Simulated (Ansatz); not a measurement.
**RuSi (space group P2_13, No. 198)**

```
CELL_PARAMETERS angstrom
      4.73591     0.00000     0.00000
      0.00000     4.73591     0.00000
      0.00000     0.00000     4.73591
ATOMIC_POSITIONS crystal
  Ru 0.12921 0.12921 0.12921
  Ru 0.62921 0.37079 0.87079
  Ru 0.87079 0.62921 0.37079
  Ru 0.37079 0.87079 0.62921
  Si 0.83761 0.83761 0.83761
  Si 0.33761 0.66239 0.16239
  Si 0.16239 0.33761 0.66239
  Si 0.66239 0.16239 0.33761
```

Level of theory: PBE in Ansatz (plane waves to 420 eV, PAW, spin-orbit coupling left out). Γ-centred 10×10×10 mesh, Fermi–Dirac width 0.05 eV.

The volume per atom comes out as 13.28 Å³, the density is 8.08 g/cm³ and the band gap comes out as 0.23 eV, indirect, a point along ⟨100⟩, about 0.3 Å⁻¹ from Γ → k = (0, 0.200, 0.300) in the run's primitive reciprocal basis. The total energy is -3257.882 eV/atom (σ→0; compares only within this code and set-up).

Gaps are read on the SCF mesh and a high-symmetry path. Whether these cells are dynamically stable was not tested. The zero or small gap of RuSi can change with the level of theory.

Ansatz is a program for electronic structure.
